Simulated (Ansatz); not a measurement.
```
CELL_PARAMETERS angstrom
      5.73490     0.08102     0.00000
     -1.39864     2.42252     0.00000
      0.00000     0.00000     4.46231
ATOMIC_POSITIONS crystal
  B  0.33211 0.33211 0.00373
  B  0.16789 0.66789 0.50373
  N  0.30166 0.30166 0.64509
  N  0.19834 0.69834 0.14509
  Al 0.84641 0.34641 0.00699
  Al 0.65359 0.65359 0.50699
  N  0.87215 0.37215 0.59459
  N  0.62785 0.62785 0.09459
```

Relaxed-ion tensors in this frame from LDA in Ansatz (a quantum-chemistry and plane-wave program). Proper piezoelectric stress tensor e (C/m²):

```
 0.00   0.00   0.00   0.36  -0.07   0.00
 0.00   0.00   0.00  -0.50   0.36   0.00
 0.76   0.24  -2.14   0.00   0.00   0.45
```

Stiffness C (GPa):

```
 562   189   176   0.0   0.0  38.1
 189   512   121   0.0   0.0   5.6
 176   121   429   0.0   0.0  48.3
 0.0   0.0   0.0   165  15.7   0.0
 0.0   0.0   0.0  15.7   183   0.0
38.1   5.6  48.3   0.0   0.0   193
```

The ordered cell is a computed model, not a synthesised structure.

Problem. Obtain the piezoelectric strain tensor d.

Solution. d = e S with S = C⁻¹, in pC/N:

```
 0.0   0.0   0.0   2.2  -0.6   0.0
 0.0   0.0   0.0  -3.2   2.2   0.0
 2.9   1.0  -6.9   0.0   0.0   3.4
```
Away from Γ the polar cell without biaxial strain shows no imaginary mode on a 2×2×2 mesh.

The PAW data sets were generated under PBE and serve the other functionals too.
